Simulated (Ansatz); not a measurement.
Given:

```yaml
crystal:
  lattice:
    - [4.18699, 0.00000, 0.00000]
    - [-2.09349, 3.62604, 0.00000]
    - [0.00000, 0.00000, 6.89779]
  atoms:
    - { symbol: Cu, position: [0.66667, 0.33333, 0.87334] }
    - { symbol: Cu, position: [0.33333, 0.66667, 0.37334] }
    - { symbol: I, position: [0.66667, 0.33333, 0.50166] }
    - { symbol: I, position: [0.33333, 0.66667, 0.00166] }
```

No spin polarisation.

Electron doping at 5.0×10^21 cm⁻³ (0.524 per cell), with a uniform compensating background at fixed cell and a 300 K Fermi–Dirac width.

Calculations: Ansatz (an electronic-structure program) PBEsol, no spin-orbit coupling. Γ-centred 16×16×9 mesh, Fermi–Dirac width 0.0259 eV.

**Question.** What is the computed Fermi level relative to the doped band's edge (positive inside the band; to 0.05 eV)?

**Answer.** +1.35 eV.

**Question.** What is the computed gap between the host's bands?

**Answer.** 1.11 eV.

**Question.** What is the computed gap character?

**Answer.** Direct at Γ.

Carriers are added with a uniform compensating background; total energy and stress of such cells depend on the potential's zero and are not compared; many-body gap narrowing is missing at this level. With I present, leaving out spin-orbit coupling can change the band edges. Stability against distortions was not tested. All final runs are without spin polarisation. The cell was made from CuI in the wurtzite structure (space group P6_3mc, No. 186) by this change: electrons 5.0×10^21 cm⁻³. This is not the structure that CuI has at room temperature and ambient pressure.
